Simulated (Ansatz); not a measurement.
The starting structures come from a database of crystals and need not be the phases stable at ambient conditions.

 Where the default PAW files enter, the runs use the earlier of Ansatz's two default sets.

Tunnelling through a barrier is set by its complex band structure: the current falls as exp(−2κd) with the smallest κ.

Consider the following.

```
Li2Se
1.0
    4.20876     0.00000     0.00000
    0.00000     4.20876     0.00000
    2.10438    -2.10438     2.97605
Li Se
2 1
Direct
  0.25000   0.25000   0.50000
  0.75000   0.75000   0.50000
  0.00000   0.00000   0.00000
```

Space group of this cell: Fm-3m, anti-fluorite. The cell is taken as given; by r2SCAN its mean pressure is 0.6 GPa.

Transport runs along the normal of the first two printed cell vectors, the (001) plane of the conventional cell.

No gap correction and no spin-orbit coupling; mid-gap values are interpolated between computed energies.

Task: Compute, with r2SCAN in Ansatz (a first-principles code), the band gap and the smallest decay constant κ at mid-gap.

Result: Gap 3.46 eV on a 10×10×10 mesh; κ = 0.292 1/Å, at the zone centre.
